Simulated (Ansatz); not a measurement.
Take BAs (space group P4_2/mnm, No. 136; a = 5.8372 Å, c = 3.3617 Å; a hypothetical phase, not in the database extracts checked) as the base. Axes: x, y, z lie along a, b, c of the conventional cell.

Modification: a pure shear with ε_xz = ε_zx = 0.0015, atoms relaxed at fixed cell.

Levels (all Ansatz, an electronic-structure program, PAW): PBEsol (420 eV, no spin-orbit coupling); r2SCAN (500 eV, scalar-relativistic without spin-orbit coupling).

The geometry is relaxed with PBEsol.

| Item | Value |
|---|---|
| PBEsol width of the top valence band | 3.56 eV |
| PBEsol smallest direct gap | 1.08 eV |
| PBEsol band gap | 0.61 eV |
| PBEsol pressure | 0.00 GPa |

How does going to r2SCAN change the width of the top valence band, smallest direct gap, band gap and pressure?

The width of the top valence band goes up by 0.15 eV (3.56 eV → 3.71 eV); the smallest direct gap increases by 0.26 eV, from 1.08 eV to 1.34 eV; the band gap rises by 0.25 eV (0.61 eV → 0.86 eV); the pressure goes from zero to 1.27 GPa.

Single points use the geometry relaxed with PBEsol. Their cutoffs differ, which shifts pressures a little. The cells carry an imposed strain or load. No phonon test of stability was made.
